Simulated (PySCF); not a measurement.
PySCF 2.14.0, unrestricted PBE/def2-svpd, df: Zn(H)2 triplet ([ZnH2]), charge 0, multiplicity 3, 3 atoms. The geometry is a generated start, not checked to be a minimum at this level.

```
Property                       Value
-------------------  ---------------
task                          energy
method                           pbe
basis                      def2-svpd
two-electron scheme  density fitting
mol.max_memory               3000 MB
mf.max_cycle                     100
mf.conv_tol          1e-09 (default)
mf.grids.level           3 (default)
basis functions                   50
grid points                    40256
```

```xyz
3

Zn     0.0001    -0.0006     0.0000
H      0.2611    -1.4740     0.0887
H     -0.2612     1.4747    -0.0888
```

Charge 0 and multiplicity 3 are set for this test and not shown to be the ground state.

With the defaults (mf.DIIS = CDIIS, mf.level_shift = 0, mf.diis = true, newton = off, mf.diis_space = 8, mf.damp = 0, mf.diis_start_cycle = 1, mf.init_guess = minao) it converges in 12 Fock builds. One run each on 2 threads, 1 BLAS thread, with these changes:
- mf.damp = 0.3, mf.diis_start_cycle = 4
- mf.diis = false
- mf.diis_space = 5
- mf.DIIS = EDIIS
- newton = Hessian by the SCF's own integrals
- mf.level_shift = 1 Hartree
- mf.level_shift = 0.3 Hartree
- mf.init_guess = huckel
- mf.level_shift = 0.1 Hartree

Question: Name the settings that don't reach the solution of the defaults.

Answer: No convergence: mf.DIIS = EDIIS; mf.level_shift = 0.3 Hartree; mf.level_shift = 1 Hartree; mf.diis = false (the run ends without SCF convergence in 100 cycles). Another solution: newton = Hessian by the SCF's own integrals (1200 meV higher). The rest reach the solution of the defaults.

```json
[
 {"setting": "mf.init_guess = huckel", "Fock builds": "11", "end": "same solution"},
 {"setting": "the defaults", "Fock builds": "12", "end": "same solution"},
 {"setting": "mf.level_shift = 0.1 Hartree", "Fock builds": "12", "end": "same solution"},
 {"setting": "mf.diis_space = 5", "Fock builds": "13", "end": "same solution"},
 {"setting": "mf.damp = 0.3, mf.diis_start_cycle = 4", "Fock builds": "16", "end": "same solution"},
 {"setting": "newton = Hessian by the SCF's own integrals", "Fock builds": "45", "end": "other solution, 1200 meV higher"},
 {"setting": "mf.DIIS = EDIIS", "Fock builds": "101", "end": "no convergence"},
 {"setting": "mf.level_shift = 0.3 Hartree", "Fock builds": "101", "end": "no convergence"},
 {"setting": "mf.level_shift = 1 Hartree", "Fock builds": "101", "end": "no convergence"},
 {"setting": "mf.diis = false", "Fock builds": "101", "end": "no convergence"}
]
```

Under newton the count holds the products with the orbital Hessian.
